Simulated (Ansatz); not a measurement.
Consider Sn in the diamond structure (space group Fd-3m, No. 227; relaxed with 0.1 eV smearing).

```yaml
crystal:
  lattice:
    - [0.00000, 3.32768, 3.32768]
    - [3.32768, 0.00000, 3.32768]
    - [3.32768, 3.32768, 0.00000]
  atoms:
    - { symbol: Sn, position: [0.25000, 0.25000, 0.25000] }
    - { symbol: Sn, position: [0.00000, 0.00000, 0.00000] }
```

Cartesian axes are those of the cell as printed.

Level of theory: Ansatz (an electronic-structure program), PBE, PAW, cutoff 420 eV, no spin-orbit coupling.

Strains are applied to the cell and any free atomic positions relax; under biaxial strain the out-of-plane vector relaxes too; under stress the whole cell relaxes.

One change was made to it. Results:

| quantity | base | after |
|---|---|---|
| energy relative to the base (free energy F) | 0 meV/atom | +26 meV/atom |
| shortest interatomic distance | 2.882 Å | 2.917 Å |

Problem. What was done to the base?
A) uniaxial stress, 2 GPa tension along x
B) uniaxial stress, 3 GPa tension along x
C) uniaxial strain ε_yy = +3.56 %
D) uniaxial stress, 1 GPa tension along x
E) biaxial strain −3.96 %, plane normal [001], relaxed out of plane

Solution. B, uniaxial stress, 3 GPa tension along x. For comparison, the energy relative to the base in the other runs: uniaxial stress, 2 GPa tension along x gives +11 meV/atom; biaxial strain −3.96 %, plane normal [001], relaxed out of plane gives +22 meV/atom; uniaxial strain ε_yy = +3.56 % gives +7.6 meV/atom; uniaxial stress, 1 GPa tension along x gives +3.0 meV/atom.

Beyond what the load breaks, stability against distortions was not tested.
